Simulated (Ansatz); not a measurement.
System: ZnSiAs2 (I-42d, No. 122, 8 atoms in the cell; start mp-3595). Method: LDA (Ansatz, a program for electronic structure, plane waves, PAW).

Run with plane-wave cutoff 520 eV, 8×8×8 k mesh, Fermi–Dirac smearing 0.01 eV, scalar-relativistic PAW data made under PBE.

Cell (relaxed at this level):

```xyz
8
Lattice="-2.7652 2.7652 5.4156 2.7652 -2.7652 5.4156 2.7652 2.7652 -5.4156" Properties=species:S:1:pos:R:3 pbc="T T T"
Zn     0.0000     0.0000     0.0000
Zn     0.0000     2.7652     2.7078
Si     0.0000     0.0000     5.4156
Si     2.7652     0.0000     2.7078
As     1.3325     1.3826     6.7695
As     1.3826    -1.3325     4.0617
As     1.4327     1.3826     1.3539
As     1.3826     4.0978    -1.3539
```

Problem. What does this level give for the band gap?

Solution. 
* **band gap**: 0.99 eV (direct)

Spin–orbit coupling is not included.

Static lattice: no zero-point or thermal effects.

Cost on a shared machine: roughly 2.2 core-minutes.

A start named mp-… is a Materials Project structure, which need not be a measured phase.
